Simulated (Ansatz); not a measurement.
**A computed series for BN: response to strain**

Consider BN in the zinc blende structure (space group F-43m, No. 216; a = 3.625 Å).

Strains are applied to the cell and any free atomic positions relax.

Level of theory: PBE (Ansatz, a quantum-chemistry and plane-wave program), no spin-orbit coupling.

Candidates:
(a) isotropic strain +1.00 %
(b) isotropic strain −2.50 %
(c) isotropic strain +1.50 %
(d) isotropic strain +2.50 %
(e) isotropic strain −0.50 %

Notes on the quantities. energy relative to the base: free energy F.

**Question.** Order them by energy relative to the base, lowest first.

**Answer.** (e) isotropic strain −0.50 % (+1.6 meV/atom), (a) isotropic strain +1.00 % (+6.0 meV/atom), (c) isotropic strain +1.50 % (+13 meV/atom), (d) isotropic strain +2.50 % (+36 meV/atom), (b) isotropic strain −2.50 % (+42 meV/atom)

No phonon test of stability was made.
